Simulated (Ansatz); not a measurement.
Base system: HfO2 in the fluorite structure (space group Fm-3m, No. 225; a = 5.0589 Å). Axes: x, y, z lie along the cube axes.

Calculations: Ansatz (an electronic-structure program) r2SCAN, spin-orbit coupling left out, earlier PAW set.

Before the change:

| Item | Value |
|---|---|
| Electron mass | 1.0 mₑ along k, 0.75 mₑ across (at X) |
| Shortest interatomic distance | 2.191 Å |
| Pressure | 0.00 GPa |

Now apply this change: compressive biaxial strain of 0.55 % in the plane normal to [001], as in epitaxy on a mismatched substrate; the out-of-plane cell vector and the atoms relax.

**Question.** What happens to the electron mass, out-of-plane strain, energy relative to the base, shortest interatomic distance and pressure?

**Answer.** The electron mass goes from 1.0 mₑ along k, 0.75 mₑ across (at X) to 1.1 mₑ along k, 0.76 mₑ across (at X); the out-of-plane strain amounts to +0.20 %; the energy increases by 1.4 meV/atom; the shortest interatomic distance drops by 0.007 Å to 2.184 Å; the pressure (mean of the normal stresses, compression positive) goes from zero to 2.49 GPa.

Spin-orbit coupling, missing from the scalar runs, can matter with Hf. The levels and masses belong to the bands next to the band gap. Effective masses come from finite differences of ±0.01 Å⁻¹. Along k means along the line from Γ to the band edge. Stability against distortions was not tested. This is not the structure that HfO2 has at room temperature and ambient pressure.
